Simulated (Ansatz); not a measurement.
End structure of the (0001) surface of hcp Ru, p(2x2), one Ru site of the top plane empty (bottom of the slab: a bare face, its two planes held):

```
CELL_PARAMETERS angstrom
      5.44280     0.00000     0.00000
     -2.72140     4.71360     0.00000
      0.00000     0.00000    27.00000
ATOMIC_POSITIONS crystal
  Ru 0.33333 0.16667 0.30125
  Ru 0.33333 0.66667 0.30125
  Ru 0.83333 0.16667 0.30125
  Ru 0.83333 0.66667 0.30125
  Ru 0.16667 0.33333 0.38075
  Ru 0.16667 0.83333 0.38075
  Ru 0.66667 0.33333 0.38075
  Ru 0.66667 0.83333 0.38075
  Ru 0.33277 0.16723 0.45965
  Ru 0.33277 0.66555 0.45965
  Ru 0.83445 0.16723 0.45965
  Ru 0.83333 0.66667 0.46091
  Ru 0.16667 0.33333 0.53968
  Ru 0.17008 0.83504 0.53979
  Ru 0.66496 0.32992 0.53979
  Ru 0.66496 0.83504 0.53979
  Ru 0.32754 0.17246 0.62036
  Ru 0.32754 0.65508 0.62036
  Ru 0.84492 0.17246 0.62036
  Ru 0.83333 0.66667 0.61767
  Ru 0.17465 0.83733 0.69301
  Ru 0.66267 0.32535 0.69301
  Ru 0.66267 0.83733 0.69301
```

Slab: 23 atoms, 10.7 Å thick at the start with caps and adatoms (thin: gaps and levels are the slab's own); k 8x8x1, smearing 0.1 eV, dipole-corrected; 8 atoms held, the rest relaxed; held to the start's symmetry, so lower structures may exist; no spin, no spin-orbit, no U. In PBE it lies 0.13 eV a 1x1 cell over the lowest computed structure of the same composition (one row in 4 of the top plane missing).

Q: Give the work function of the top face at the level PBE (Ansatz, an electronic-structure program).

A: 4.49 eV
